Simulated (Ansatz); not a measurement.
Take Cu in the fcc (Cu type) structure (space group Fm-3m, No. 225; relaxed with 0.1 eV smearing) as the base.

```xyz
1
Lattice="0.0000 1.7819 1.7819 1.7819 0.0000 1.7819 1.7819 1.7819 0.0000" Properties=species:S:1:pos:R:3 pbc="T T T"
Cu     0.0000     0.0000     0.0000
```

Cartesian axes are those of the cell as printed.

Calculations: PBEsol (Ansatz, a first-principles code, PAW, no spin-orbit coupling).

Before the change:

The shortest interatomic distance comes out as 2.520 Å and the pressure comes out as 0.0 GPa.

It is then changed as follows: tensile biaxial strain of 0.42 % in the plane normal to [111], as in epitaxy on a mismatched substrate; the out-of-plane cell vector and the atoms relax.

Question: How does this affect the shortest interatomic distance, pressure and energy relative to the base?

Answer: The shortest interatomic distance is nearly the same (2.520 Å against 2.518 Å); the pressure (mean of the normal stresses, compression positive) goes from zero to -0.9 GPa; the energy grows by 0.4 meV/atom.

No phonon test of stability was made. The final runs are not spin-polarised.
